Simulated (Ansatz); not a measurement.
**MgO (within 0.1 Å of P3m1, No. 156, 12 atoms in the cell; start mp-775808; a measured phase of this formula has another space group)**

The numbers are results of PBEsol in Ansatz (PAW), not measurements.

Run with plane-wave cutoff 520 eV, 12×12×4 k mesh (along the axes of the cell as run), Fermi–Dirac smearing 0.01 eV, scalar-relativistic PAW data made under PBE.

Cell (relaxed with PBEsol):

```cif
data_Mg6O6
_chemical_formula_sum 'Mg6 O6'
_space_group_name_H-M_alt 'P 1'
_space_group_IT_number 1
_cell_length_a 3.26528
_cell_length_b 3.26528
_cell_length_c 15.50900
_cell_angle_alpha 90.000
_cell_angle_beta 90.000
_cell_angle_gamma 59.996
loop_
_space_group_symop_operation_xyz
  'x, y, z'
loop_
_atom_site_label
_atom_site_type_symbol
_atom_site_fract_x
_atom_site_fract_y
_atom_site_fract_z
_atom_site_occupancy
Mg1 Mg 0.33332 0.33332 0.64812 1
Mg2 Mg 0.33332 0.33332 0.97929 1
Mg3 Mg 0.00000 0.00000 0.81369 1
Mg4 Mg 0.00000 0.00000 0.48191 1
Mg5 Mg 0.00006 0.00006 0.14749 1
Mg6 Mg 0.66675 0.66675 0.31371 1
O1 O 0.33331 0.33331 0.85167 1
O2 O 0.33334 0.33334 0.52046 1
O3 O 0.00001 0.00001 0.01855 1
O4 O 0.00000 0.00000 0.68609 1
O5 O 0.00007 0.00007 0.35297 1
O6 O 0.66673 0.66673 0.18605 1
```

```json
{
 "band_gap": "3.43 eV (direct)"
}
```

Cost on a shared machine: around 2.1 core-minutes (rough).

A start named mp-… is a Materials Project structure, which need not be a measured phase.

Ansatz is a first-principles code.
